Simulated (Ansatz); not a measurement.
Rock-salt GaAs (model structure): properties by level of theory

```tsv
level (code)	lattice constant a (Å)	formation enthalpy (eV/atom)
LDA (Ansatz)	(withheld)	-0.045
PBE-D4 (Ansatz)	5.302	-0.053
rVV10 (Ansatz)	(withheld)	(withheld)
r²SCAN-D4 (Ansatz)	5.301	-0.053
r²SCAN+rVV10 (Ansatz)	(withheld)	-0.054
```

Q: What belongs in the gaps?

A: 
- LDA (Ansatz, a program for electronic structure), lattice constant a (Å): 5.256
- rVV10 (Ansatz), lattice constant a (Å): 5.473
- rVV10 (Ansatz), formation enthalpy (eV/atom): 0.009
- r²SCAN+rVV10 (Ansatz), lattice constant a (Å): 5.308

Ansatz's density-functional and Hartree–Fock values are scalar-relativistic unless marked +SOC, with PAW data made under PBE.

Computed values are for the static lattice.

A model structure was made by putting elements into a prototype or built by hand; it is no filed structure, need not be a known phase, and can be a saddle point held by its symmetry.
